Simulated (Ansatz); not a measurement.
We consider antifluorite K2Te, described by PBE0 in Ansatz (PAW).

The input as run:

Ansatz 0.2 input:
```yaml
crystal:
  lattice:
    - [0.0, 4.0958076987, 4.0958076987]
    - [4.0958076987, 0.0, 4.0958076987]
    - [4.0958076987, 4.0958076987, 0.0]
  atoms:
    - { symbol: K, position: [0.25, 0.25, 0.25] }
    - { symbol: K, position: [0.75, 0.75, 0.75] }
    - { symbol: Te, position: [0.0, 0.0, 0.0] }
basis:
  ecutwfc: 460
  ecutrho_ratio: 4
  xc_grid: 2
kpoints:
  mp_grid: { grid: [6, 6, 6] }
hamiltonian:
  xc: pbe0
  dispersion: none
  pseudopotentials: { kind: paw }
scf:
  occupations: { method: fermi_dirac, width: 0.01 }
  convergence: { dr2_threshold: 0.0000000003 }
output:
  forces: true
  stress: true
  eigenvalues: true
```

The run printed, among other lines:

```
WARN output.stress: scf.exx.energy_threshold = 1e-6 eV is looser than the 3e-8 eV advised for a stress under a hybrid functional (1e-8 eV for each atom of the …
Crystal: 3 atoms, lattice volume = 137.420 Å³
Basis set: ecut = 460 eV, 3119 PW (Γ), exchange–correlation on 90×90×90 points (8 copies of the dense FFT grid, shifted against one another)
Bands: 21, of which v1, the nominal top of the filled ones, is band 17 counted from 1 (16 counted from 0)
Symmetry: 48 space group operations
Space group: Fm-3m (ITA 225), of the structure as read, at distance tolerance 5.2e-5 Å
k-points: 16 of 216
Functional: x = pbe(κ = 0.804, μ = 0.2195149727645171), c = pbe(β = 0.06672455060314922), warm-up for x = 0.75 pbe(κ = 0.804, μ = 0.2195149727645171) + 0.25 exact, c = pbe(β = 0.06672455060314922)
SCF iter   1: F=—  HF=-10058.631987 eV  |F-HF|=—  |Δ(HF+E_count)|=         —  Δρ=3.05e-4  dr2=1.43e-4
SCF iter   2: F=—  HF=-10058.634063 eV  |F-HF|=—  |Δ(HF+E_count)|=   2.08e-3  Δρ=1.87e-4  dr2=4.75e-5
  ...
Crystal: 3 atoms, lattice volume = 137.420 Å³
Initial density: handed on by an earlier stage of this run
Functional: x = 0.75 pbe(κ = 0.804, μ = 0.2195149727645171) + 0.25 exact, c = pbe(β = 0.06672455060314922)
Crystal: 3 atoms, lattice volume = 137.420 Å³
SCF iter   4: F=—  HF=-10064.704714 eV  |F-HF|=—  |Δ(HF+E_count)|=   3.87e-9  Δρ=1.10e-6  dr2=2.91e-9
SCF iter   5: F=-10064.704714 eV  HF=-10064.704714 eV  |F-HF|=7.28e-12  |Δ(HF+E_count)|=   1.01e-9  Δρ=2.32e-7  dr2=1.07e-10
SCF 3 converged in 5 iterations: F = -10064.704714 eV  dr2 = 1.07e-10
Free energy (F): -10064.704715 eV
Internal energy: -10064.704715 eV  (E = F + TS)
E sigma→0 (E₀):  -10064.704715 eV
Fermi energy:    3.388692 eV
--- Stress (GPa, compression-positive) ---
       -0.000066       0.000000      -0.000000
       -0.000000      -0.000066      -0.000000
       -0.000000      -0.000000      -0.000066
  P = ⅓ Tr σ = -0.0001 GPa (-0.001 kbar)
```

The PAW data were made under PBE.

Ansatz is a program for electronic structure.
